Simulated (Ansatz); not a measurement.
# How far PBE-D3(BJ) and r2SCAN+rVV10 part for BN, isotropic strain +5.63 %

The reference is BN in the h-BN type structure (space group P6_3/mmc, No. 194; a = 2.5058 Å, c = 6.6162 Å; layered, stacked along the Cartesian z axis).

(Cell as relaxed with PBE-D3(BJ).)

Levels (all Ansatz, a program for electronic structure, PAW, earlier PAW set): PBE-D3(BJ) (420 eV, no spin-orbit coupling); r2SCAN+rVV10 (500 eV, without spin-orbit coupling).

Each level relaxes its own structure.

| base | PBE-D3(BJ) | r2SCAN+rVV10 |
|---|---|---|
| volume per atom | 8.99 Å³ | 8.83 Å³ |
| lattice parameter a | 2.506 Å | 2.500 Å |
| band gap | 4.24 eV | 4.74 eV |

One thing is altered: every lattice vector is stretched by 5.63 %; the atoms relax in the strained cell.

```csv
quantity,PBE-D3(BJ),r2SCAN+rVV10
shift of the gap caused by the change,-0.22 eV,[?]
"pressure (mean of the normal stresses, compression positive)",-294.9 kbar,[?]
band gap,4.02 eV,[?]
smallest direct gap,4.22 eV,[?]
```

Q: Predict the r2SCAN+rVV10 column.

A: 
- shift of the gap caused by the change, r2SCAN+rVV10: -0.22 eV
- pressure (mean of the normal stresses, compression positive), r2SCAN+rVV10: -312.6 kbar
- band gap, r2SCAN+rVV10: 4.51 eV
- smallest direct gap, r2SCAN+rVV10: 4.85 eV

PBE-D3(BJ)'s pressure lies 17.7 kbar above r2SCAN+rVV10's; PBE-D3(BJ)'s band gap lies 0.495 eV below r2SCAN+rVV10's; PBE-D3(BJ)'s smallest direct gap lies 0.63 eV below r2SCAN+rVV10's; the two agree on the shift of the gap caused by the change. Neither level is exact; r2SCAN+rVV10 is the comparison here, not a measurement.

Stability against distortions was not tested.
